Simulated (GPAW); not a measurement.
Band structure of YBrO (P4/nmm, 6 atoms in the cell).

```
CELL_PARAMETERS angstrom
      3.81821     0.00000     0.00000
      0.00000     3.81821     0.00000
      0.00000     0.00000     8.59219
ATOMIC_POSITIONS crystal
  Y  0.00000 0.50000 0.13019
  Y  0.50000 0.00000 0.86981
  Br 0.00000 0.50000 0.67878
  Br 0.50000 0.00000 0.32122
  O  0.00000 0.00000 0.00000
  O  0.50000 0.50000 0.00000
```

Computed with PBEsol, GPAW PAW datasets PBEsol (made by gpaw-setup) (plane waves; GPAW).

Settings: mode = pw; ecut = 900 eV; xc = PBEsol; kpts = 7 7 3; mesh shift (steps) = 0 0 0; occupations.name = fermi-dirac; occupations.width = 0.05 eV; nbands = -8; convergence.density = 1e-05 e/electron; convergence.bands = -6; symmetry.symmorphic = false; symmetry.tolerance = 0.0005; maxiter = 120; bandpath_npoints = 40.

The starting cell comes from a database of computed structures (which also holds hypothetical and non-ambient phases and stackings), without a prior relaxation at this level. Its lattice was rescaled by a random factor within 2.5 % of one.

Predict the gap along the standard path and the places of the band edges.

The gap along the path is 4.45 eV, direct at Γ to within 0.01 eV.

Levels in eV from the top of the valence band on the SCF mesh, bands 21 to 28:
| point | 21 | 22 | 23 | 24 | 25 | 26 | 27 | 28 |
|---|---|---|---|---|---|---|---|---|
| Γ | -0.75 | -0.08 | -0.08 | 0.00 | 4.45 | 4.51 | 5.08 | 5.17 |
| X | -0.93 | -0.93 | -0.44 | -0.44 | 5.29 | 5.29 | 5.51 | 5.51 |
| M | -0.95 | -0.95 | -0.76 | -0.76 | 4.81 | 4.81 | 6.07 | 6.07 |
| Z | -0.53 | -0.53 | -0.23 | -0.23 | 4.60 | 4.79 | 5.17 | 5.17 |
| R | -0.71 | -0.71 | -0.44 | -0.44 | 5.25 | 5.25 | 5.70 | 5.70 |
| A | -0.95 | -0.95 | -0.72 | -0.72 | 5.04 | 5.04 | 5.99 | 5.99 |
